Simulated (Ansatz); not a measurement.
Dopant-vacancy pairs in fcc Rh: the barrier for the dopant to change places with the neighbouring vacancy. All values below come from PBE, PAW (plane waves to 420 eV; Ansatz, an electronic-structure program). Climbing-image NEB, static nuclei, no finite-size correction; this step alone does not carry the dopant far.

```tsv
Dopant	Hop (Å)	Neighbours at the saddle	Cell
Al, pair charge 0	2.60	4 Rh at 2.43, 2 Rh at 3.01, 2 Rh at 3.02 Å	32 sites, 4×4×4 shifted, single points at the geometries of a band on a coarser mesh
Ru, pair charge 0	2.73	4 Rh at 2.47, 2 Rh at 2.96, 2 Rh at 2.99 Å	32 sites, 4×4×4 shifted, single points at the geometries of a band on a coarser mesh
Si, pair charge 0	2.70	2 Rh at 2.35, 2 Rh at 2.36, 2 Rh at 3.00 Å	32 sites, 4×4×4 shifted, single points at the geometries of a band on a coarser mesh
```

Task: Rank these dopants by that barrier, lowest first.

Result: Si, pair charge 0 (0.41 eV), Al, pair charge 0 (0.70 eV), Ru, pair charge 0 (2.18 eV)
